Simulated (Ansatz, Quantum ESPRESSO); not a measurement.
**LaSi3Ru (I4mm, 5 atoms in the cell) computed with different codes at matched settings**

Self-consistent single point.

```xyz
5
Lattice="-2.1327 2.1327 4.9822 2.1327 -2.1327 4.9822 2.1327 2.1327 -4.9822" Properties=species:S:1:pos:R:3 pbc="T T T"
La     0.0000     0.0000     9.9574
Si     0.0000     0.0000     4.1625
Si     2.1327     0.0000     2.5973
Si     0.0000     2.1327     2.5973
Ru     0.0000     0.0000     6.5332
```

Shared settings, as Ansatz (a first-principles code) writes them: kpoints.mp_grid.grid = 9 9 9; scf.occupations.method = gaussian; scf.occupations.width = 0.05 eV. Potentials and cutoffs stand in the table.

| code | model | pressure (GPa) | largest force (eV/Å) | cutoff |
|---|---|---|---|---|
| Ansatz | LDA (PW92), PAW files made with PBE | -5.32 | 0.192 | default |
| Quantum ESPRESSO | LDA (PZ), GBRV 1.5 ultrasoft (LDA) pseudopotentials | -5.24 | 0.194 | 40 Ry |

Size of the force on each atom (eV/Å): Sizes of forces hide their directions.

| code | La1 | Si2 | Si3 | Si4 | Ru5 |
|---|---|---|---|---|---|
| Ansatz | 0.039 | 0.192 | 0.108 | 0.108 | 0.063 |
| Quantum ESPRESSO | 0.035 | 0.194 | 0.113 | 0.113 | 0.067 |

On Ansatz's run: spin polarisation is off.

The spread over the programs that give each value: pressure within 0.08 GPa; largest force within 0.002 eV/Å.

Ansatz's pressure is given at a fixed set of plane waves, as the other plane-wave codes print theirs; with its correction for the finite basis it is -5.27 GPa. The same LDA comes in different parametrisations, which differ slightly.

The starting cell comes from a database of computed structures (which also holds hypothetical and non-ambient phases and stackings), without a prior relaxation at this level.

Keys are those of Ansatz 0.2.
